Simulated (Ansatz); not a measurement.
The starting structures come from a database of crystals and need not be the phases stable at ambient conditions.

Inside the gap of an insulator the Bloch states are evanescent, with a wavenumber k + iκ along the transport direction.

Consider the following.

```
CELL_PARAMETERS angstrom
      7.61258     0.00000     0.00000
      0.00000     7.68510     0.00000
      3.80629     0.00000     3.84642
ATOMIC_POSITIONS crystal
  Ca 0.51440 0.25000 0.97120
  Ca 0.48560 0.75000 0.02880
  Ca 0.01092 0.25000 0.97816
  Ca 0.98908 0.75000 0.02184
  Ti 0.50000 0.50000 0.50000
  Ti 0.50000 0.00000 0.50000
  Ti 0.00000 0.50000 0.50000
  Ti 0.00000 0.00000 0.50000
  O  0.53992 0.25000 0.51032
  O  0.46008 0.75000 0.48968
  O  0.05024 0.75000 0.48968
  O  0.94976 0.25000 0.51032
  O  0.29119 0.04402 0.41762
  O  0.70881 0.95598 0.58238
  O  0.70881 0.54402 0.58238
  O  0.29119 0.45598 0.41762
  O  0.79425 0.00000 0.00000
  O  0.20575 0.00000 0.00000
  O  0.20575 0.50000 0.00000
  O  0.79425 0.50000 0.00000
```

Space group of this cell: Cmcm. The cell is taken as given; by PBEsol its mean pressure is -3.1 GPa.

Transport runs along the normal of the first two printed cell vectors.

The gap is the functional's own. No spin-orbit coupling. Mid-gap values are interpolated on the energy grid.

Q: Estimate the band gap and the smallest decay constant κ at mid-gap that PBEsol in Ansatz (a quantum-chemistry and plane-wave program) returns for this system.

A: Gap 2.13 eV on a 8×4×8 mesh; κ = 0.257 1/Å, at the zone centre.
